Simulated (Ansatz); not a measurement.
Amorphous Ge16Na12O38, 66 atoms at 3.51 g/cm³, one PBE-relaxed geometry, zone centre. Methods: PBE, scalar-relativistic without spin-orbit coupling (Ansatz, an electronic-structure program); r2SCAN, scalar-relativistic without spin-orbit coupling (Ansatz); HSE06, scalar-relativistic without spin-orbit coupling (Ansatz). Plane waves to 420 eV (r2SCAN 500 eV); exact exchange is cut at the cell's faces. At PBE the levels at the filled edge of the gap are localised (band-tail or defect states), and the nearest spread-out levels lie 2.7 eV apart at the zone centre. All rungs ran without spin polarisation.

The cell was made by melting and quenching with the CHGNet potential and then relaxed with DFT. O atoms were pushed apart under 1.9 Å during the dynamics, to hinder bonds among them. The hot cell started wider than the set density and was brought back towards it in steps. It is the lowest in DFT energy of 2 quenches. It is a model cell: composition and starting density were chosen by hand, and all elements were melted together. No dispersion term was used. Its density started from a set value of 3.67 and ended at 3.51 g/cm³. The simulated quench (nominally 260 K/ps over its main leg) is rapid and tends to freeze in more defects than a deposited or slowly cooled glass has. Values belong to this one cell and scatter from quench to quench. Volume and shape were free in the relaxation.

The relaxation ran on the zone centre alone. At PBE the level gap is 2.10 eV on a 2×2×2 Γ-centred mesh, and the spacing at the zone centre alone 2.13 eV.

Question: What zone-centre spacing does r2SCAN give, roughly?

Answer: 2.65 eV (+0.52 eV against PBE).

Question: What zone-centre spacing does HSE06 give, roughly?

Answer: 3.76 eV (+1.63 eV against PBE).

The highest filled and the lowest empty state spread over these numbers of atoms (participation numbers): PBE: 6.6 and 52.4; r2SCAN: 4.3 and 51.8; HSE06: 2.6 and 52.3.
